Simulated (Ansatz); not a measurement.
Si7Ge, liquid, 64 atoms, at several temperatures near zero pressure, 4.9 to 8.0 ps sampled at each; residual pressures blur the volumes. These are PBE (plane waves, PAW; Ansatz, a program for electronic structure) values and carry that method's errors. Each row is a separate MD run. k-points: one point, (1/4, 1/4, 1/4); no spin polarisation or spin-orbit coupling. On one frame of each DFT run, denser k-meshes moved the pressure by 0.02 to 0.14 GPa and the forces by up to 0.11 eV/Å rms. Nuclei are classical. No melting point of this composition is cited, so it may be supercooled at 1561 K. Block errors of the runs reach ±16 K and ±0.13 GPa; they miss slow fluctuations and the cell's size. Runs that failed, or whose walks weren't shown free of jumps between electronic states, aren't listed. In preparation the cell's shape was held. The atoms began on random sites, so units and networks may differ from a laboratory melt's. Diffusion coefficients are uncertain by up to 13 % (spread between four groups of atoms) and carry no finite-size correction.

```csv
T (K),P (GPa),V (Å³/atom),first peak of g(Si-Si) (Å),its height,D(Si) (10⁻⁵ cm²/s)
1561,0.18,19.12,2.46,2.4,22
1690,0.23,19.22,2.46,2.4,26
1824,0.40,19.55,2.44,2.2,27
2035,0.20,?,2.44,2.2,27
2222,0.12,20.68,2.44,2.1,33
```

Fit V linearly in T on the other rows and predict the withheld entries (an interpolation); show the fit.


- Volume per atom (Å³): a least-squares line through the 4 other rows gives V = 15.13 + 0.00247 × T, so 20.16 at T = 2035. The run gave 19.99, 0.17 below the line (11 % of the span of this column). The slope means a mean volume expansion coefficient of about 13 × 10⁻⁵ per K. The residual pressures, 0.12 to 0.40 GPa, aren't corrected for.
